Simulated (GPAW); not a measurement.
Worked example: self-consistent single point of BaAlGeH (P3m1, 4 atoms in the cell) in GPAW.

Method of the run: PBEsol, GPAW PAW datasets PBEsol (made by gpaw-setup) (plane waves; GPAW).

```
BaAlGeH
1.0
    4.40073     0.00000     0.00000
   -2.20036     3.81114     0.00000
    0.00000     0.00000     5.27210
Ba Al Ge H
1 1 1 1
Direct
  0.33333   0.66667   0.09902
  0.00000   0.00000   0.64135
  0.66667   0.33333   0.55274
  0.00000   0.00000   0.97289
```

Reference input (self-consistent single point, DFT LDA (Perdew-Wang 92), plane waves, GPAW PAW datasets LDA (gpaw-data 1.0.1)): mode = pw; ecut = 800 eV; xc = LDA; kpts = 5 5 3; mesh shift (steps) = 0 0 0; occupations.name = fermi-dirac; occupations.width = 0.01 eV; nbands = -4; convergence.forces = 0.001 eV/Å; convergence.bands = -2; symmetry.symmorphic = false; symmetry.tolerance = 0.0005. This run's input differs from it in these lines:

```diff
@@ -15,3 +15,3 @@
 calc = GPAW(mode=PW(800),
-            xc='LDA',
+            xc='PBEsol',
             kpts=(5, 5, 3),
```

Its files differ too (potentials: GPAW PAW datasets PBEsol (made by gpaw-setup)).

Output, abridged:

```
     iter     time        total  log10-change:
                         energy   eigst   dens  force
iter:   1 --:--:--   -17.190011   +0.36
iter:   2 --:--:--   -17.141242   -0.42  -0.92
iter:   3 --:--:--   -16.671497   -0.72  -0.97
iter:   4 --:--:--   -16.672478   -1.20  -1.33
iter:   5 --:--:--   -16.651412   -1.89  -1.58
iter:   6 --:--:--   -16.645789   -2.36  -1.73
iter:   7 --:--:--   -16.650342c  -2.46  -2.10
iter:   8 --:--:--   -16.639843   -2.78  -2.00
iter:   9 --:--:--   -16.639792   -3.96  -2.86
iter:  10 --:--:--   -16.639852c  -4.17  -3.01
iter:  11 --:--:--   -16.639763c  -4.37  -2.96
iter:  12 --:--:--   -16.639753c  -4.89  -3.32
iter:  13 --:--:--   -16.639757c  -5.02  -3.46
iter:  14 --:--:--   -16.639752c  -5.22  -3.47
   [... 2 lines left out ...]
iter:  17 --:--:--   -16.639747c  -6.14  -3.85
iter:  18 --:--:--   -16.639748c  -6.35  -3.95
iter:  19 --:--:--   -16.639748c  -6.66  -3.97
iter:  20 --:--:--   -16.639748c  -6.74  -3.98
iter:  21 --:--:--   -16.639748c  -7.05  -4.32c
iter:  22 --:--:--   -16.639748c  -7.28  -4.36c
iter:  23 --:--:--   -16.639748c  -7.41c -4.46c
iter:  24 --:--:--   -16.639748c  -7.45c -4.55c -2.52
iter:  25 --:--:--   -16.639748c  -7.74c -4.77c -2.66
iter:  26 --:--:--   -16.639748c  -8.05c -4.97c -3.42c
Converged after 26 iterations.

Dipole moment: (-2.116215, 1.221796, -10.364335) |e|*Ang

Energy contributions relative to reference atoms: (reference = -284848.860105)

Kinetic:        +15.593054
Potential:      -12.242884
External:        +0.000000
XC:             -19.940253
Entropy (-ST):   -0.000000
Local:           -0.049665
SIC:             +0.000000
--------------------------
Free energy:    -16.639748
Extrapolated:   -16.639748

Showing only first 2 kpts
 Kpt  Band  Eigenvalues  Occupancy
  0     7      5.41035    2.00000
  0     8      5.41036    2.00000
  0     9      6.83731    0.00000
  0    10      9.05378    0.00000

  1     7      5.67157    2.00000
  1     8      5.67158    2.00000
  1     9      7.00999    0.00000
  1    10      7.91323    0.00000

Fermi level: 6.10724

Gap: 1.071 eV
Transition (v -> c):
   [... lines left out ...]
Direct gap: 1.338 eV
   [... lines left out ...]
Energy (eV): -16.639748

Forces in eV/Ang:
  0 Ba    0.00000    0.00000    0.04706
  1 Al   -0.00000   -0.00000   -0.05904
  2 Ge   -0.00000    0.00000    0.00200
  3 H    -0.00000    0.00000    0.00987

Stress tensor:
     0.015626     0.000000     0.000000
     0.000000     0.015626    -0.000000
     0.000000    -0.000000     0.015913
Stress (GPa, Voigt): [ 2.5035  2.5035  2.5495 -0.      0.      0.    ]
```

The run converged in 26 iterations. GPAW prints stress with tension positive. Against the reference run the pressure goes from -3.95 to -2.52 GPa, the largest force moves little (0.057 to 0.059 eV/Å) and the gap on the mesh hardly changes (1.073 to 1.071 eV).

The starting cell comes from a database of computed structures (which also holds hypothetical and non-ambient phases and stackings), without a prior relaxation at this level. Its lattice was rescaled by a random factor within 2.5 % of one.
